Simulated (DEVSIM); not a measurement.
Device: illuminated Si n-on-p cell, one wavelength, at 300 K.

```tsv
layer (left to right)	material	thickness (μm)	Nd (cm⁻³)	Na (cm⁻³)	τn (s)	τp (s)	absorption coefficient (cm⁻¹)
1	Si	0.210	1.1e19	-	2.3e-5	1.3e-5	26000
2	Si	39.0	-	5.3e15	0.0009	0.0009	26000
```

Left contact: ohmic, minority hole recombination velocity 30 cm/s. Right contact: ohmic, minority electron recombination velocity 6e5 cm/s. Voltage is applied to the left contact. Recombination: SRH at mid-gap, radiative, Auger. Light enters at the left, 1.6e18 photons cm⁻² s⁻¹, one pass, no reflection. Mobility is constant in doping.

The device is made up for the run: typed textbook-type constants, with dimensions and the other settings drawn at random. Values at 300 K.

```
parameter           Si
-------------  -------
gap (eV)         1.124
affinity (eV)     4.05
permittivity      11.7
Nc (cm⁻³)      2.86e19
Nv (cm⁻³)       3.1e19
μn (cm²/Vs)       1417
μp (cm²/Vs)        470
B (cm³/s)      4.7e-15
Cn (cm⁶/s)     2.8e-31
Cp (cm⁶/s)     9.9e-32
```

Model (solved in DEVSIM): 1D drift-diffusion, Boltzmann statistics, complete ionisation; no tunnelling, impact ionisation, image-force lowering or self-heating.

The photon flux was swept, all else fixed.

```
photon flux (cm^-2 s^-1)  short-circuit current (mA/cm²)  open-circuit voltage (V)  fill factor  largest power (mW/cm²)
------------------------  ------------------------------  ------------------------  -----------  ----------------------
4.8e16                                              7.67                     0.498         0.80                    3.06
1.6e17                                              25.6                     0.529         0.81                    11.0
4.8e17                                              76.7                     0.558         0.82                    34.9
1.6e18                                               256                     0.588         0.82                     124
4.8e18                                               767                     0.615         0.83                     391
1.6e19                                              2560                     0.642         0.83                    1360
4.8e19                                                 …                         …         0.82                    4170
```

Problem. Some entries are withheld; supply them.

Solution. 
- 4.8e19, short-circuit current (mA/cm²): 7680
- 4.8e19, open-circuit voltage (V): 0.664
